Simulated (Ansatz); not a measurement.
Consider CsPbCl₃ in the cubic perovskite structure (space group Pm-3m, No. 221; a = 5.619 Å). Axes: x, y, z lie along the cube axes.

Level of theory: PBEsol (Ansatz, a program for electronic structure; PAW; 420 eV plane waves; no SOC).

Before the change:

The volume per atom is 35.48 Å³ and the band gap is 1.83 eV.

Modification: compressive biaxial strain of 1.50 % in the plane normal to [111], as in epitaxy on a mismatched substrate; the out-of-plane cell vector and the atoms relax.

Task: Predict the new energy relative to the base.

Result: The energy rises by 1.1 meV/atom.

Task: How does this affect the volume per atom?

Result: The volume per atom decreases by 0.33 Å³ to 35.15 Å³.

Task: Estimate the effect on the band gap.

Result: The band gap drops by 0.087 eV (1.83 eV → 1.75 eV).

Task: Predict the new in-plane stress.

Result: The mean in-plane stress (compression positive) amounts to +0.3 GPa.

With Pb present, leaving out spin-orbit coupling can change the band edges. Whether these cells are dynamically stable was not tested. Many cubic perovskites are stable only at high temperature; tilts and polar distortions were not tested. This is not the structure that CsPbCl3 has at room temperature and ambient pressure.
